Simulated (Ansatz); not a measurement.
The parent structure is YAs in the zinc blende structure (space group F-43m, No. 216; a = 6.391 Å; a hypothetical phase, not in the database extracts checked).

The values are results of Ansatz (an electronic-structure program), PBEsol, PAW, cutoff 420 eV, no spin-orbit coupling, not measurements.

One change was made to it. Results:

The shortest interatomic distance shrinks by 0.175 Å (2.767 Å → 2.592 Å); the band gap drops by 0.287 eV (1.48 eV → 1.20 eV).

### Question
Which change produced these results?
(A) pressure −1 GPa
(B) pressure 7 GPa
(C) pressure 15 GPa

### Answer
C, pressure 15 GPa. For comparison, the band gap in the other runs: pressure −1 GPa gives 1.50 eV; pressure 7 GPa gives 1.34 eV.

Load acts through the strain it causes; cell and atoms are relaxed under it. Stability against distortions was not tested. No other phases were tried under pressure.
